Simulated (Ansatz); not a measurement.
Ansatz (a quantum-chemistry and plane-wave program), DFT, PBE, plane waves, its default PAW files: bcc W, atoms displaced (W128), 128 atoms. Basis and mesh were picked for this test and aren't claimed converged.

Ansatz 0.2 input:
```yaml
crystal:
  lattice:
    - [12.66, 0.0, 0.0]
    - [0.0, 12.66, 0.0]
    - [0.0, 0.0, 12.66]
  atoms:
    - { symbol: W, position: [0.999899, 0.000313, 0.002109] }
    - { symbol: W, position: [0.12688, 0.124077, 0.128042] }
    - { symbol: W, position: [0.997958, 0.997748, 0.249512] }
    - { symbol: W, position: [0.123872, 0.126139, 0.380958] }
    - { symbol: W, position: [0.003171, 0.003168, 0.500866] }
    - { symbol: W, position: [0.125127, 0.125922, 0.62553] }
    - { symbol: W, position: [0.999042, 0.997764, 0.751982] }
... (118 lines of coordinates left out) ...
    - { symbol: W, position: [0.874671, 0.873606, 0.625321] }
    - { symbol: W, position: [0.748032, 0.749311, 0.749511] }
    - { symbol: W, position: [0.875691, 0.873671, 0.874076] }
kpoints:
  mp_grid: { grid: [2, 2, 2] }
hamiltonian:
  xc: pbe
  pseudopotentials: { kind: paw }
scf:
  occupations: { method: fermi_dirac, width: 0.1 }
output:
  forces: true
```

The program reports k-points after symmetry: 8, bands at the start: 1076, electrons: 1792, plane waves at Γ: 39607, cutoff (eV): 420, FFT grid: 90×90×90, symmetry operations: 1.

Machine: one whole node with four NVIDIA GB200 cards and two Grace (Neoverse V2) sockets of 72 cores, of which 136 in all may be used; each card has its host threads on the socket beside it.

Times are medians of repeated runs, from launch to exit, start-up of the cards included. No other job ran on the node; its own services took about 4 cores, and under one core (or 1.5 %) of those that a run was pinned to. Processes are pinned to neighbouring cores unless said otherwise. The times hold for this build (release build for Arm (Neoverse V2), with CUDA, one process with threads). Scratch files lie in a memory file system.

Ways to run it, which agree within 1.0 meV/atom in energy, 10 meV/Å in forces (largest component):
- 136 CPU threads, no card
- 68 CPU threads, no card
- 1 card, 8 host threads
- 1 card, 32 host threads
- 2 cards, 64 host threads
- 4 cards, 128 host threads
- 1 card, 16 host threads
- 1 card, 4 host threads

Question: Is this job worth a card, and is it worth several?

Answer: Soonest: 2 cards, 64 host threads, 3.1 s. Against it these are level within 8 % or the scatter of repeats: 1 card, 32 host threads; 1 card, 16 host threads; 1 card, 8 host threads. One card with 32 host threads against the best run on cores (136 CPU threads, no card, 29 s): 9.5× as fast. The job has 8 k-points to share out. 2 cards against one: level within 8 % or the scatter of repeats. 4 cards against one: 1.6× as long. With 4 host threads in place of 32: 1.1× as long.

```
way                        wall time             repeats  SCF iterations
-------------------------  ---------  ------------------  --------------
2 cards, 64 host threads       3.1 s   5 runs within 4 %               6
1 card, 32 host threads        3.1 s   5 runs within 3 %               6
1 card, 16 host threads        3.1 s   5 runs within 4 %               6
1 card, 8 host threads         3.3 s  5 runs within 11 %               6
1 card, 4 host threads         3.5 s   5 runs within 4 %               6
4 cards, 128 host threads      5.1 s  3 runs within 22 %               6
136 CPU threads, no card        29 s   3 runs within 1 %               6
68 CPU threads, no card         38 s   3 runs within 2 %               6
```
